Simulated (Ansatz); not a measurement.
Ansatz (an electronic-structure program) run on SnF₃ (Fm-3m, 8 atoms in the cell): self-consistent single point.

Computed with PBEsol, PAW files made with PBE (plane waves; Ansatz).

```yaml
crystal:
  lattice:
    - [0.00000, 4.31244, 4.31244]
    - [4.31244, 0.00000, 4.31244]
    - [4.31244, 4.31244, 0.00000]
  atoms:
    - { symbol: Sn, position: [0.50000, 0.50000, 0.50000] }
    - { symbol: Sn, position: [0.00000, 0.00000, 0.00000] }
    - { symbol: F, position: [0.72819, 0.27181, 0.72819] }
    - { symbol: F, position: [0.27181, 0.72819, 0.27181] }
    - { symbol: F, position: [0.72819, 0.27181, 0.27181] }
    - { symbol: F, position: [0.27181, 0.72819, 0.72819] }
    - { symbol: F, position: [0.72819, 0.72819, 0.27181] }
    - { symbol: F, position: [0.27181, 0.27181, 0.72819] }
```

Reference input (self-consistent single point, DFT, PBEsol, plane waves, PAW files made with PBE): kpoints.mp_grid.grid = 6 6 6; hamiltonian.xc = pbesol; hamiltonian.pseudopotentials = {kind: paw} (an earlier, softer set of the program's PAW files); scf.occupations.method = fermi_dirac; scf.occupations.width = 0.0037 Ry. This run's input differs from it in these lines:

Ansatz 0.2 input:
```diff
@@ -15,3 +15,3 @@
 kpoints:
-  mp_grid: { grid: [6, 6, 6] }
+  mp_grid: { grid: [3, 3, 3] }
 hamiltonian:
```

The program printed (abridged):

```
SCF iter   1: F=—  HF=-16707.842867 eV  |F-HF|=—  |Δ(HF+E_count)|=         —  Δρ=8.04e-2  dr2=7.76e0  ethr=3.10e-3  ⟨swp⟩=6.0  Hψ=756  notcnv=0  defer=1
all-band conjugate gradients solve this SCF's bands
preconditioner: auto → Resta (q_TF=auto, 2.376 Å⁻¹)
SCF iter   2: F=—  HF=-16705.199151 eV  |F-HF|=—  |Δ(HF+E_count)|=    2.64e0  Δρ=2.88e-2  dr2=1.19e0  ethr=3.10e-3  ⟨swp⟩=3.0  Hψ=377  notcnv=0  defer=15
   [... lines left out ...]
SCF iter   6: F=—  HF=-16704.783581 eV  |F-HF|=—  |Δ(HF+E_count)|=   2.00e-3  Δρ=1.54e-4  dr2=4.59e-5  ethr=1.85e-6  ⟨swp⟩=2.0  Hψ=277  notcnv=0  defer=14
SCF iter   7: F=—  HF=-16704.783761 eV  |F-HF|=—  |Δ(HF+E_count)|=   1.80e-4  Δρ=3.63e-5  dr2=2.13e-6  ethr=6.55e-8  ⟨swp⟩=2.0  Hψ=272  notcnv=0  defer=14
SCF iter   8: F=—  HF=-16704.783765 eV  |F-HF|=—  |Δ(HF+E_count)|=   3.75e-6  Δρ=1.15e-5  dr2=2.69e-7  ethr=3.04e-9  ⟨swp⟩=2.0  Hψ=298  notcnv=0  defer=14
SCF iter   9: F=-16704.783765 eV  HF=-16704.783765 eV  |F-HF|=1.65e-8  |Δ(HF+E_count)|=   2.75e-8  Δρ=2.40e-6  dr2=9.51e-9  ethr=1.43e-10  ⟨swp⟩=13.0  Hψ=914  notcnv=0
SCF 1 converged in 9 iterations: F = -16704.783765 eV  dr2 = 9.51e-9
Free energy (F): -16704.783765 eV
Internal energy: -16704.783765 eV  (E = F + TS)
E sigma→0 (E₀):  -16704.783765 eV
Fermi energy:    3.162872 eV
--- Forces (eV/Å), atoms counted from 1 ---
  atom   1  Sn     0.00000000    -0.00000000     0.00000000
  atom   2  Sn    -0.00000000     0.00000000    -0.00000000
  atom   3  F     -0.00000000     0.31131717     0.00000000
  atom   4  F     -0.00000000    -0.31131717     0.00000000
  atom   5  F     -0.31131717    -0.00000000    -0.00000000
  atom   6  F      0.31131717     0.00000000     0.00000000
  atom   7  F     -0.00000000     0.00000000     0.31131717
  atom   8  F     -0.00000000     0.00000000    -0.31131717
--- Stress (GPa, compression-positive) ---
        2.002324       0.000000      -0.000000
        0.000000       2.002324       0.000000
       -0.000000       0.000000       2.002324
  P = ⅓ Tr σ = 2.0023 GPa (20.023 kbar)
  The stress holds the Pulay correction. Without it, at fixed plane waves, as pw.x and ABINIT print it: P = 1.7245 GPa
```

The run converged in 9 iterations. Against the reference run the free energy stays essentially unchanged (within 1 meV/atom), the pressure stays at 2.00 GPa, the largest force hardly changes (0.309 to 0.311 eV/Å) and the gap on the mesh goes from 2.838 to 3.418 eV.

The starting cell comes from a database of computed structures (which also holds hypothetical and non-ambient phases and stackings), without a prior relaxation at this level. Its lattice was rescaled by a random factor within 2.5 % of one. Ansatz's pressure includes its estimate of the finite-basis (Pulay) stress. Another mesh or the band path of this cell gives a smaller gap, so this value is not converged in the mesh.
